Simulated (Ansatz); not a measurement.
# Ag2S under a change: tensor shear ε_xz = −1.28 %

Take Ag₂S in the anti-fluorite structure (space group Fm-3m, No. 225; a = 6.090 Å; a model cell, its experimental status unchecked) as the base. Axes: x, y, z lie along the cube axes.

Now apply this change: a pure shear with ε_xz = ε_zx = -0.0128; the atoms relax in the strained cell.

Computed with PBEsol (Ansatz, a program for electronic structure; PAW; 420 eV plane waves; no SOC), earlier PAW set. k-mesh 13×13×13 (Γ-centred); smearing 0.05 eV (Fermi–Dirac).

- Volume per atom: 18.82 Å³ (base 18.82 Å³)
- Space group: Immm (No. 71) (base Fm-3m (No. 225))
- Energy relative to the base (free energy F): +0.6 meV/atom
- Pressure (mean of the normal stresses, compression positive): 0.0 GPa (base 0.0 GPa)
- Band gap: zero (base zero)
- Largest internal atomic displacement: 0.030 Å
- Stress (xx, yy, zz, yz, xz, xy; compression positive): (0.0, 0.1, 0.0, 0.0, 0.4, 0.0) GPa (rough)

Final structure:

```yaml
crystal:
  lattice:
    - [-0.03898, 3.04510, 3.04510]
    - [3.00612, 0.00000, 3.00612]
    - [3.04510, 3.04510, -0.03898]
  atoms:
    - { symbol: S, position: [0.00000, 0.00000, 0.00000] }
    - { symbol: Ag, position: [0.25488, 0.24512, 0.25488] }
    - { symbol: Ag, position: [0.74512, 0.75488, 0.74512] }
```

Without a gap, meshes like the base's 13×13×13 leave anisotropic stresses uncertain by several tenths of a GPa, and small strain energies with them. Stability against distortions was not tested. The final runs are not spin-polarised. This is not the structure that Ag2S has at room temperature and ambient pressure. A zero or small gap of Ag2S can be the functional's error rather than a property of the material.
